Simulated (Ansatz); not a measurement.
We consider 1T (CdI2-type) MgI₂, described by LDA in Ansatz (PAW).

Numerical settings: plane-wave cutoff 520 eV, 12×12×6 k mesh (along the axes of the cell as run), Fermi–Dirac smearing 0.01 eV, scalar-relativistic PAW data made under PBE.

Properties against volume:

Shape and atoms are relaxed at each volume.

```json
[
 {"V (Å³/atom)": "30.809", "P (GPa)": "0.87", "direct gap at Γ (eV)": "3.610", "smallest gap on the k mesh (eV)": "3.236", "c (Å)": "6.539"},
 {"V (Å³/atom)": "31.451", "P (GPa)": "0.40", "direct gap at Γ (eV)": "3.597", "smallest gap on the k mesh (eV)": "3.287", "c (Å)": "6.614"},
 {"V (Å³/atom)": "32.093", "P (GPa)": "0.00", "direct gap at Γ (eV)": "3.593", "smallest gap on the k mesh (eV)": "3.331", "c (Å)": "6.694"},
 {"V (Å³/atom)": "32.735", "P (GPa)": "-0.32", "direct gap at Γ (eV)": "3.596", "smallest gap on the k mesh (eV)": "3.376", "c (Å)": "6.776"},
 {"V (Å³/atom)": "33.377", "P (GPa)": "-0.55", "direct gap at Γ (eV)": "3.617", "smallest gap on the k mesh (eV)": "3.431", "c (Å)": "6.869"}
]
```

The fundamental gap (3.30 eV at the equilibrium volume, with added k points) lies elsewhere than Γ–Γ.

Note: the bulk modulus comes from volumes at which shape and atoms were relaxed.

Spin–orbit coupling is not included; with these elements it can move the gap by several tenths of an eV or more.

Ansatz is an electronic-structure program.
